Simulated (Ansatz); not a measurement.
CeO2 in the CdI2 type structure (space group P-3m1, No. 164; a hypothetical phase, not in the database extracts checked)

```cif
data_CeO2
_chemical_formula_sum 'Ce1 O2'
_space_group_name_H-M_alt 'P 1'
_space_group_IT_number 1
_cell_length_a 3.56734
_cell_length_b 3.56734
_cell_length_c 4.33426
_cell_angle_alpha 90.000
_cell_angle_beta 90.000
_cell_angle_gamma 120.000
loop_
_space_group_symop_operation_xyz
  'x, y, z'
loop_
_atom_site_label
_atom_site_type_symbol
_atom_site_fract_x
_atom_site_fract_y
_atom_site_fract_z
_atom_site_occupancy
Ce1 Ce 0.00000 0.00000 0.00000 1
O1 O 0.33333 0.66667 0.20613 1
O2 O 0.66667 0.33333 0.79387 1
```

Method: Kohn–Sham DFT with the PBEsol-D3(BJ) functional, run in Ansatz (a program for electronic structure) with PAW and 420 eV plane waves, no SOC. Γ-centred 11×11×8 mesh, Fermi–Dirac width 0.05 eV.

```yaml
volume_per_atom: 15.92 Å³
density: 5.98 g/cm³
band_gap: 2.30 eV, indirect, k = (0, 0.364, -1/2) in the run's primitive reciprocal basis → A
Lowest conduction-band minima above the VBM: A (0, 0, 1/2) 2.30 eV; M (1/2, 0, 0) 2.44 eV
total_energy: -2537.188 eV/atom (σ→0; compares only within this code and set-up)
```

Whether these cells are dynamically stable was not tested. Starting moments died away, wholly or in part, for the base; another magnetic solution may exist. The final runs are not spin-polarised.
